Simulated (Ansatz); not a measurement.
System: Sb2O3 (Fd-3m, No. 227). Method: PBEsol in Ansatz (PAW).

Run with plane-wave cutoff 520 eV, 6×6×6 k mesh, scalar-relativistic PAW data made under PBE.

Cell (relaxed at this level):

```cif
data_O12Sb8
_chemical_formula_sum 'Sb8 O12'
_space_group_name_H-M_alt 'P 1'
_space_group_IT_number 1
_cell_length_a 7.82152
_cell_length_b 7.82152
_cell_length_c 7.82152
_cell_angle_alpha 60.000
_cell_angle_beta 60.000
_cell_angle_gamma 60.000
loop_
_space_group_symop_operation_xyz
  'x, y, z'
loop_
_atom_site_label
_atom_site_type_symbol
_atom_site_fract_x
_atom_site_fract_y
_atom_site_fract_z
_atom_site_occupancy
Sb1 Sb 0.86680 0.86680 0.86680 1
Sb2 Sb 0.85041 0.38320 0.38320 1
Sb3 Sb 0.86680 0.86680 0.39959 1
Sb4 Sb 0.38320 0.85041 0.38320 1
Sb5 Sb 0.39959 0.86680 0.86680 1
Sb6 Sb 0.38320 0.38320 0.38320 1
Sb7 Sb 0.86680 0.39959 0.86680 1
Sb8 Sb 0.38320 0.38320 0.85041 1
O1 O 0.55944 0.94056 0.94056 1
O2 O 0.69056 0.30944 0.69056 1
O3 O 0.94056 0.55944 0.55944 1
O4 O 0.30944 0.69056 0.30944 1
O5 O 0.94056 0.55944 0.94056 1
O6 O 0.69056 0.69056 0.30944 1
O7 O 0.55944 0.94056 0.55944 1
O8 O 0.30944 0.30944 0.69056 1
O9 O 0.69056 0.30944 0.30944 1
O10 O 0.94056 0.94056 0.55944 1
O11 O 0.30944 0.69056 0.69056 1
O12 O 0.55944 0.55944 0.94056 1
```

Question: Predict the Voigt–Reuss–Hill bulk modulus, polycrystal shear modulus (Hill average), Young modulus and Poisson ratio.

Answer: 
- Voigt–Reuss–Hill bulk modulus = 22.5 GPa
- polycrystal shear modulus (Hill average) = 16.1 GPa
- Young modulus = 38.9 GPa
- Poisson ratio = 0.211

Note: the relaxation could not lower the start's symmetry, so the cell can be a saddle point above a distorted one.

Elastic constants are with the ions relaxed.

Spin–orbit coupling is not included.

Static lattice: no zero-point or thermal effects.

It cost very roughly 50 core-minutes of CPU time.

Ansatz is a first-principles code.
